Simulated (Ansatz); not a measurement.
2 layers of TiTe2, twisted by 21.8° (TiTe2 octahedral (1T))

Calculation: PBE+D3(BJ) (plane waves to 420 eV, PAW; Ansatz, an electronic-structure program). No spin–orbit coupling; the runs are not spin-polarised; with elements this heavy it can move edges by tenths of an eV. Its k-point mesh 4×4×1, Fermi–Dirac width 0.05 eV. A dipole correction is on.

The gap between facing atomic planes is 3.36 Å and the step of the vacuum level across the stack (top less bottom) is 0.00 eV. The interaction energy of the frozen layers is -28.7 meV/Å². The interaction energy without the D3 term at this geometry is +3.0 meV/Å² and the work functions of the lower and upper faces is 4.79 and 4.79 eV.

```xyz
42
Lattice="9.7301 0.0000 0.0000 -4.8651 8.4265 0.0000 0.0000 0.0000 27.5480" Properties=species:S:1:pos:R:3 pbc="T T T"
Te     2.0724     0.4047     8.5716
Te     1.3928     4.0205     8.5625
Te     0.6868     7.6225     8.5625
Te     4.8651     2.8088     8.5536
Te     4.1793     6.4294     8.5716
Te     8.3434     1.5924     8.5716
Te    -2.0796     5.2101     8.5625
Ti     0.0000     0.0000    10.3644
Ti    -0.6908     3.5944    10.3324
Ti    -1.4068     7.2276    10.3324
Ti     2.7838     2.4209    10.3238
Ti     2.0976     6.0311    10.3324
Ti     6.2416     1.2004    10.3238
Ti     5.5697     4.8052    10.3238
Te     0.7218     2.0102    12.0942
Te     0.0000     5.6177    12.0348
Te     4.1504     0.8066    12.0798
Te     3.4884     4.4288    12.0798
Te     2.7633     8.0465    12.0942
Te     6.9564     3.1911    12.0798
Te    -3.4850     6.7963    12.0942
Te     0.0000     5.6177    15.5136
Te    -2.7633     8.0465    15.4542
Te     2.7737     3.1911    15.4686
Te     3.4850     6.7963    15.4542
Te     5.5797     0.8066    15.4686
Te     6.2417     4.4288    15.4686
Te    -0.7218     2.0102    15.4542
Ti    -2.0976     6.0311    17.2160
Ti     0.0000     0.0000    17.1840
Ti     0.6908     3.5944    17.2160
Ti     1.4068     7.2276    17.2160
Ti     3.4885     1.2004    17.2246
Ti     4.1604     4.8052    17.2246
Ti     6.9463     2.4209    17.2246
Te    -0.6868     7.6225    18.9859
Te     1.3867     1.5924    18.9768
Te     2.0796     5.2101    18.9859
Te     7.6577     0.4047    18.9768
Te     4.8651     2.8088    18.9948
Te     5.5508     6.4294    18.9768
Te    -1.3928     4.0205    18.9859
```
